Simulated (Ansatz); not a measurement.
The cell is built on a prototype and need not be the phase stable at ambient conditions.

Tunnelling through a barrier is set by its complex band structure: the current falls as exp(−2κd) with the smallest κ.

Here is the system:

```
CELL_PARAMETERS angstrom
      6.35564     0.00000     0.00000
      0.00000     8.98823     0.00000
      3.17782     4.49411     3.17782
ATOMIC_POSITIONS crystal
  In 0.75000 0.62500 0.50000
  In 0.25000 0.12500 0.00000
  In 0.75000 0.12500 0.00000
  In 0.25000 0.12500 0.50000
  Mg 0.50000 0.75000 0.00000
  Mg 0.00000 0.50000 0.00000
  O  0.26100 0.89150 0.47800
  O  0.73900 0.36950 0.00000
  O  0.26100 0.36950 0.00000
  O  0.73900 0.36950 0.52200
  O  0.23900 0.35850 0.52200
  O  0.76100 0.88050 0.00000
  O  0.23900 0.88050 0.00000
  O  0.76100 0.88050 0.47800
```

Space group of this cell: Fd-3m, spinel. The cell was relaxed by PBE-D3(BJ); by PBEsol its mean pressure is -2.3 GPa.

Transport runs along the normal of the first two printed cell vectors.

No gap correction and no spin-orbit coupling; mid-gap values are interpolated between computed energies.

Q: Give the band gap and the smallest decay constant κ at mid-gap that PBEsol run with Ansatz (an electronic-structure program) yields.

A: Gap 1.84 eV on a 10×10×10 mesh; κ = 0.199 1/Å, at the zone centre.
